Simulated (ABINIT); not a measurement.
Band structure of CsBr (Fm-3m, 2 atoms in the cell).

```yaml
crystal:
  lattice:
    - [0.00000, 3.66104, 3.66104]
    - [3.66104, 0.00000, 3.66104]
    - [3.66104, 3.66104, 0.00000]
  atoms:
    - { symbol: Cs, position: [0.00000, 0.00000, 0.00000] }
    - { symbol: Br, position: [0.50000, 0.50000, 0.50000] }
```

Method: LDA (PW92), norm-conserving pseudopotentials (PseudoDojo nc-sr-04 LDA standard) (plane waves; ABINIT).

Settings: pseudos = [Cs.upf, Br.upf]; ecut = 653 eV; ixc = 7; occopt = 3; tsmear = 0.00036749 Ha; ngkpt = 6 6 6; nshiftk = 1; shiftk = 0 0 0; potentials = PseudoDojo nc-sr-04 LDA standard; kptopt = 1; nstep = 100; tolvrs1 = 1e-11; ndtset = 2.

The starting cell comes from a database of computed structures (which also holds hypothetical and non-ambient phases and stackings), without a prior relaxation at this level.

### Question
Predict the gap along the standard path and the places of the band edges.

### Answer
The gap along the path is 3.94 eV, direct at Γ to within 0.01 eV.

Levels in eV from the top of the valence band on the SCF mesh, bands 5 to 12:
| point | 5 | 6 | 7 | 8 | 9 | 10 | 11 | 12 |
|---|---|---|---|---|---|---|---|---|
| Γ | -6.08 | 0.00 | 0.00 | 0.00 | 3.94 | 6.27 | 6.27 | 6.27 |
| X | -6.20 | -0.13 | -0.03 | -0.03 | 4.83 | 6.39 | 8.05 | 8.19 |
| W | -6.10 | -0.42 | -0.11 | -0.11 | 6.13 | 6.13 | 7.20 | 7.90 |
| K | -6.16 | -0.32 | -0.19 | -0.12 | 5.50 | 7.12 | 7.20 | 8.06 |
| L | -6.09 | -0.74 | -0.35 | -0.35 | 6.45 | 6.54 | 8.01 | 8.01 |
| U | -6.16 | -0.32 | -0.19 | -0.12 | 5.50 | 7.12 | 7.20 | 8.06 |
